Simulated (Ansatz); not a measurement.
**A computed series for WSi2: pressure series**

Consider WSi₂ (space group I4/mmm, No. 139; a = 3.2026 Å, c = 7.8157 Å).

Cell and atoms are relaxed at each pressure.

Level of theory: Ansatz (a first-principles code) PBEsol, no SOC.

Notes on the quantities. enthalpy: H = E + PV relative to the base's energy.

| variant | density | enthalpy | shortest interatomic distance |
|---|---|---|---|
| base | 9.94 g/cm³ | – | 4.888 bohr |
| pressure −2 GPa | 9.86 g/cm³ | -0.17 eV/atom | 4.897 bohr |
| pressure −1 GPa | 9.90 g/cm³ | -0.08 eV/atom | 4.893 bohr |
| pressure 0.9 GPa | 9.98 g/cm³ | +0.07 eV/atom | 4.884 bohr |
| pressure 2.1 GPa | 10.03 g/cm³ | +0.17 eV/atom | 4.879 bohr |
| pressure 4.5 GPa | 10.13 g/cm³ | +0.37 eV/atom | 4.871 bohr |
| pressure 9 GPa | 10.31 g/cm³ | +0.74 eV/atom | 4.855 bohr |
| pressure 15 GPa | 10.53 g/cm³ | +1.21 eV/atom | 4.835 bohr |
| pressure 22.5 GPa | 10.79 g/cm³ | +1.80 eV/atom | 4.802 bohr |
| pressure 30 GPa | ? | +2.37 eV/atom | ? |

### Question
What belongs in the blanks?

### Answer

- pressure 30 GPa, density: 11.03 g/cm³
- pressure 30 GPa, shortest interatomic distance: 4.761 bohr

Load acts through the strain it causes; cell and atoms are relaxed under it. No phonon test of stability was made. Competing high-pressure phases were not computed. The final runs are not spin-polarised.
